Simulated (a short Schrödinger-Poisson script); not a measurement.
Structure: MOS inversion layer, SiO2 on p-type Si(100), at 400 K.

From the gate side: 3.6 nm SiO2; 330 nm Si, acceptors 1.7e18 cm⁻³.

The device is made up for the run: typed textbook-type constants, with dimensions and the other settings drawn at random. SiO2: permittivity 3.9, conduction-band edge (eV) 3.15, gap (eV) 9, electron mass (mₑ) 0.5. Si: permittivity 11.7, conduction-band edge (eV) 0, gap (eV) 1.124, Nv at 300 K (cm⁻³) 3.1e19.

Channel valleys (confinement mass, in-plane density-of-states mass, number): Δ2 0.916, 0.19, 2; Δ4 0.19, 0.417, 4. At the gate the conduction-band edge of layer 1 lies 3.16 eV − eVg above the Fermi level of the channel; the field vanishes at the back. Gaps are held at their typed values at every temperature. Mesh 0.03 nm at interfaces.

From a short Schrödinger-Poisson script (our own, NumPy): 1D Poisson equation in equilibrium, electrons quantum, Hartree (BenDaniel-Duke, 12 states a valley, the channel's in-plane mass for all, wave functions ending at the dielectric), parabolic valleys, classical holes, full ionisation, no traps, pinning or gate leakage.

```csv
Vg (V),electrons (cm⁻²),C (μF/cm²),Δ2 E0 (meV from the Fermi level),Δ4 E0 (meV from the Fermi level)
0.6,4.09e9,0.295,260.6,347.0
0.75,6.00e10,0.379,166.8,257.1
0.9,3.70e11,0.610,102.5,196.4
1.05,9.34e11,0.729,68.7,166.0
1.2,1.60e12,0.780,47.9,148.5
1.35,2.32e12,0.806,33.0,136.7
1.5,3.07e12,0.822,21.2,127.9
1.65,3.83e12,0.833,11.2,120.9
1.8,4.61e12,0.840,2.6,115.1
1.95,5.39e12,0.846,-5.2,110.1
2.1,6.18e12,0.851,-12.3,105.8
2.25,6.97e12,0.855,-18.9,101.9
2.4,7.77e12,0.858,-25.1,98.4
2.55,8.57e12,0.861,-30.9,95.1
2.7,9.37e12,0.864,-36.5,92.1
2.85,1.02e13,0.866,-41.9,89.3
3,1.10e13,0.868,-47.1,86.7
```

Gate voltages with under 1e9 electrons/cm² are left out.

At Vg = 3 V the lowest Δ2 subband lies at -47.1 meV from the Fermi level. How many electrons does it hold, and what share of all?

The two-dimensional density of states is g m/(πħ²) = 1.59e11 cm⁻² meV⁻¹ (both spins), kT = 34.5 meV, so n = D kT ln(1 + exp(−E/kT)) = 8.72e12 cm⁻², 0.79 of the 1.10e13 cm⁻² in all.

Compare the slope of the sheet density between 2.7 and 3 V with the geometric capacitance of the layers between gate and channel.

q Δn/ΔV = 0.871 μF/cm²; ε0/Σ(t/ε) = 0.959 μF/cm². The ratio is 0.91: the channel acts as a further capacitance in series.
